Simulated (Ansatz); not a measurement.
Take Ti in the hcp (Mg type) structure (space group P6_3/mmc, No. 194; relaxed with 0.1 eV smearing) as the base.

```cif
data_Ti2
_chemical_formula_sum 'Ti2'
_space_group_name_H-M_alt 'P63/mmc'
_space_group_IT_number 194
_space_group_name_Hall '-P 6c 2c'
_cell_length_a 2.86439
_cell_length_b 2.86439
_cell_length_c 4.53728
_cell_angle_alpha 90.000
_cell_angle_beta 90.000
_cell_angle_gamma 120.000
loop_
_atom_site_label
_atom_site_type_symbol
_atom_site_symmetry_multiplicity
_atom_site_Wyckoff_symbol
_atom_site_fract_x
_atom_site_fract_y
_atom_site_fract_z
_atom_site_occupancy
Ti1 Ti 2 c 0.33333 0.66667 0.25000 1
```

All numbers come from DFT with LDA, PAW potentials and a 420 eV plane-wave cutoff in Ansatz (a quantum-chemistry and plane-wave program), no SOC.

Before the change:

```
Quantity   Result
--------  -------
Pressure  0.0 GPa
```

It is then changed as follows: every lattice vector is shortened by 2.50 %; the atoms relax in the strained cell.

Problem. Estimate the effect on the energy relative to the base and pressure.

Solution. The energy grows by 38 meV/atom; the pressure (mean of the normal stresses, compression positive) goes from zero to 10.9 GPa.

Stability against distortions was not tested. All final runs are without spin polarisation.
